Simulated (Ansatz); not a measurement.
H2O on the 1x1 (101) surface of anatase TiO2 (cut with top plane O), one in a 2x1 cell, energies for each (39.6 Å²). Energies are against H2O(g), without zero-point or thermal terms; each row is named by its start (#2, #3: further inequivalent places of a kind). No converged result for: 2 more starts.

Host crystal: anatase TiO2, with a band gap (PBE, scalar-relativistic without spin-orbit coupling).

Level of theory: PBE (plane waves to 420 eV, PAW; Ansatz, a program for electronic structure).

Set-up: 39 atoms, 9.4 Å thick at the start under the adsorbate (thin: gaps and levels are the slab's own); mesh 3x4x1; 0.01 eV smearing; dipole correction on; 14 atoms held, the rest relaxed; each run with such symmetry as its start has; no spin, no spin-orbit, no U, no dispersion correction.

A negative adsorption energy means that the adsorbate is more stable on the surface than in its reference. Starts that drift may end in the same place. Heights count from the host atoms within 0.3 Å of the top one.

```tsv
starting site	E_ads (eV)	height (Å)	nearest host atom (Å)	bonded to	change of the vacuum step (eV)	lateral drift (Å)
top O	-0.61	1.29	Ti 2.35	Ti	-0.59	2.6
top O #2	-0.61	1.29	Ti 2.34	Ti	-0.59	2.0
over Ti at depth 0.9 Å	-0.61	1.29	Ti 2.35	Ti	-0.57	1.1
over Ti at depth 1.4 Å	-0.61	1.29	Ti 2.35	Ti	-0.58	2.3
bridge O-O (span 2.8 Å)	-0.61	1.29	Ti 2.35	Ti	-0.58	1.8
```
